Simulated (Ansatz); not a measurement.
## Pt: response to strain

Consider Pt in the fcc (Cu type) structure (space group Fm-3m, No. 225; relaxed with 0.1 eV smearing).

```
CELL_PARAMETERS angstrom
      0.00000     1.97088     1.97088
      1.97088     0.00000     1.97088
      1.97088     1.97088     0.00000
ATOMIC_POSITIONS crystal
  Pt 0.00000 0.00000 0.00000
```

Strains are applied to the cell and any free atomic positions relax.

Calculations: Ansatz (an electronic-structure program), r2SCAN, PAW, cutoff 500 eV, without spin-orbit coupling.

Notes on the quantities. energy relative to the base: free energy F.

| case | energy relative to the base | shortest interatomic distance | pressure |
|---|---|---|---|
| base | 0 meV/atom | 278.7 pm | 0.0 GPa |
| isotropic strain −3.00 % | +120 meV/atom | 270.4 pm | 31.6 GPa |
| isotropic strain −2.50 % | +81 meV/atom | 271.8 pm | 25.2 GPa |
| isotropic strain −2.00 % | +51 meV/atom | 273.2 pm | 19.3 GPa |
| isotropic strain −1.50 % | +28 meV/atom | 274.5 pm | 13.8 GPa |
| isotropic strain −1.00 % | +12 meV/atom | 275.9 pm | 8.8 GPa |
| isotropic strain −0.50 % | [?] | 277.3 pm | [?] |

Some entries are withheld; estimate them.


- isotropic strain −0.50 %, energy relative to the base: +3.0 meV/atom
- isotropic strain −0.50 %, pressure: 4.2 GPa

Stability against distortions was not tested. All final runs are without spin polarisation.
